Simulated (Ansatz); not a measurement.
Abridged Ansatz (a program for electronic structure) output:

```
Relaxation: its limit of steps is 50 (relax.max_steps)
Pseudopotential: Sn, paw, valence charge 14
Pseudopotential: Se, paw, valence charge 16
Crystal: 8 atoms, lattice volume = 217.637 Å³
Basis set: ecut = 500 eV, 5545 PW (Γ), exchange–correlation on 360×128×144 points (64 copies of the dense FFT grid, shifted against one another)
Bands: 72, of which v1, the nominal top of the filled ones, is band 60 counted from 1 (59 counted from 0)
Symmetry: 4 space group operations
k-points: 58 of 168
Functional: x = r2scan, c = r2scan + rvv10(b = 11.95, C = 0.0093); τ floored in thin density (d = 2e-4 eV/Å³)
SCF iter   1: F=—  HF=-46057.777834 eV  |F-HF|=—  |Δ(HF+E_count)|=         —  Δρ=4.84e-3  dr2=5.03e-2  dr2_τ=1.39e-2  ethr=1.77e-3  ⟨swp⟩=6.8  Hψ=15928  notcnv=0  defer=33
SCF iter   2: F=—  HF=-46057.824390 eV  |F-HF|=—  |Δ(HF+E_count)|=   4.66e-2  Δρ=2.40e-3  dr2=1.18e-2  dr2_τ=3.61e-4  ethr=4.19e-5  ⟨swp⟩=2.5  Hψ=8162  notcnv=0  defer=228
SCF 1 converged in 9 iterations: F = -46057.827812 eV  dr2 = 2.25e-10
relax step   1: F+E_penalty+E_count = -46057.82781152 eV  Δ(F+E_penalty+E_count) = +0.000e0 eV  max|allowed force component| = 1.574e-2 eV/Å  Δτ_max = 0.0000 Å  (9 SCF iters, accepted)
Crystal: 8 atoms, lattice volume = 217.637 Å³
SCF iter   1: F=—  HF=-46057.816803 eV  |F-HF|=—  |Δ(HF+E_count)|=         —  Δρ=1.28e-3  dr2=3.27e-3  dr2_τ=1.17e-2  ethr=2.84e-6  ⟨swp⟩=2.0  Hψ=12058  notcnv=0  defer=228
SCF iter   2: F=—  HF=-46057.827468 eV  |F-HF|=—  |Δ(HF+E_count)|=   1.07e-2  Δρ=5.67e-4  dr2=4.41e-4  dr2_τ=1.93e-5  ethr=2.72e-6  ⟨swp⟩=2.6  Hψ=6825  notcnv=0  defer=228
SCF 2 converged in 9 iterations: F = -46057.827696 eV  dr2 = 1.00e-10
relax step   2: F+E_penalty+E_count = -46057.82769603 eV  Δ(F+E_penalty+E_count) = +1.155e-4 eV  max|allowed force component| = 9.751e-3 eV/Å  Δτ_max = 0.0177 Å  (9 SCF iters, rejected (line search))
Crystal: 8 atoms, lattice volume = 217.637 Å³
SCF iter   1: F=—  HF=-46057.820257 eV  |F-HF|=—  |Δ(HF+E_count)|=         —  Δρ=9.66e-4  dr2=2.01e-3  dr2_τ=7.68e-3  ethr=1.54e-5  ⟨swp⟩=5.0  Hψ=9575  notcnv=0  defer=232
SCF iter   2: F=—  HF=-46057.827865 eV  |F-HF|=—  |Δ(HF+E_count)|=   7.61e-3  Δρ=4.14e-4  dr2=2.43e-4  dr2_τ=1.19e-5  ethr=1.67e-6  ⟨swp⟩=2.0  Hψ=7557  notcnv=0  defer=224
SCF 3 converged in 8 iterations: F = -46057.827998 eV  dr2 = 6.48e-10
relax step   3: F+E_penalty+E_count = -46057.82799839 eV  Δ(F+E_penalty+E_count) = -1.869e-4 eV  max|allowed force component| = 1.101e-3 eV/Å  Δτ_max = 0.0057 Å  (8 SCF iters, accepted)
Crystal: 8 atoms, lattice volume = 217.637 Å³
[...]
Fermi energy:    9.035740 eV
--- Forces (eV/Å), atoms counted from 1 ---
  atom   1  Sn     0.00024117     0.00103064    -0.00022385
  atom   2  Sn    -0.00024117     0.00103064    -0.00022385
  atom   3  Sn    -0.00024117    -0.00103064     0.00022385
  atom   4  Sn     0.00024117    -0.00103064     0.00022385
  atom   5  Se    -0.00033169     0.00110017     0.00029990
  atom   6  Se     0.00033169     0.00110017     0.00029990
  atom   7  Se     0.00033169    -0.00110017    -0.00029990
  atom   8  Se    -0.00033169    -0.00110017    -0.00029990
--- Stress (GPa, compression-positive) ---
       -0.008199       0.000000       0.000000
        0.000000       0.000206      -0.125190
        0.000000      -0.125190      -0.008687
  P = ⅓ Tr σ = -0.0056 GPa (-0.056 kbar)
--- Relaxed structure (3 steps of the walk, 2 accepted, 0 SCFs on fresh bases) ---
  atoms:
    - { symbol: Sn, position: [0.11798478211946743, 0.2499252564532966, 0.11586477905969328] }
    - { symbol: Sn, position: [0.38201521788053266, 0.7499252564532966, 0.6158647790596931] }
    - { symbol: Sn, position: [0.8820152178805327, 0.7500747435467033, 0.8841352209403065] }
    - { symbol: Sn, position: [0.6179847821194674, 0.2500747435467034, 0.38413522094030667] }
    - { symbol: Se, position: [0.8535370150607678, 0.2512452058318734, 0.4858871588228711] }
    - { symbol: Se, position: [0.6464629849392323, 0.7512452058318733, 0.985887158822871] }
    - { symbol: Se, position: [0.1464629849392322, 0.7487547941681265, 0.5141128411771287] }
    - { symbol: Se, position: [0.3535370150607678, 0.2487547941681266, 0.014112841177128785] }
```

**Question.** What was computed, and what are the main results?

**Answer.** SnSe, 8 atoms in the cell, with r2SCAN+rVV10 in Ansatz (plane waves to 500 eV, PAW, no SOC). The last SCF converged to F = -46057.827998 eV, or -5757.2285 eV per atom, at a pressure of -0.01 GPa. The total energy compares only with runs of the same code, potentials and settings.

The cells carry an imposed strain or load. Whether these cells are dynamically stable was not tested. The cell was made from SnSe in the GeS type structure (space group Pnma, No. 62; layered, stacked along the Cartesian x axis) by this change: tensor shear ε_yz = +0.17 %.

Keys are those of Ansatz 0.2.
